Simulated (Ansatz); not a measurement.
# PBE-D3(BJ) against r2SCAN+rVV10: MoTe2, Mo → Pb

Consider MoTe₂ in the 2H-MoS2 type structure (space group P6_3/mmc, No. 194; a = 3.497 Å, c = 13.697 Å; layered, stacked along the Cartesian z axis).

(Cell as relaxed with PBE-D3(BJ).)

Levels (all Ansatz, a first-principles code, PAW, earlier PAW set): PBE-D3(BJ) (420 eV, no spin-orbit coupling); r2SCAN+rVV10 (500 eV, spin-orbit coupling left out).

Each level relaxes its own structure.

```
base                 PBE-D3(BJ)  r2SCAN+rVV10
-------------------  ----------  ------------
volume per atom        24.17 Å³      25.68 Å³
lattice parameter a    349.7 pm      354.2 pm
band gap                0.60 eV       0.87 eV
```

It is then changed as follows: full substitution Mo → Pb, then cell and atoms are relaxed.

```json
[
 {"quantity": "volume per atom", "PBE-D3(BJ)": "29.24 Å³", "r2SCAN+rVV10": "?"},
 {"quantity": "c/a ratio", "PBE-D3(BJ)": "4.240", "r2SCAN+rVV10": "?"},
 {"quantity": "band gap", "PBE-D3(BJ)": "zero", "r2SCAN+rVV10": "?"}
]
```

### Question
What does r2SCAN+rVV10 give?

### Answer

- volume per atom, r2SCAN+rVV10: 32.21 Å³
- c/a ratio, r2SCAN+rVV10: 4.225
- band gap, r2SCAN+rVV10: zero

PBE-D3(BJ)'s volume per atom lies 2.97 Å³ below r2SCAN+rVV10's (9.2 %); PBE-D3(BJ)'s c/a ratio lies 0.0144 above r2SCAN+rVV10's; the two agree on the band gap. Neither level is exact; r2SCAN+rVV10 is the comparison here, not a measurement.

With Te present, leaving out spin-orbit coupling can change the band edges. No phonon test of stability was made. As relaxed here, PbTe2 is a hypothetical phase, not in the database extracts checked. All final runs are without spin polarisation. The program warned that a D3 coordination switch lies within reach, so dispersion energies are less smooth here.
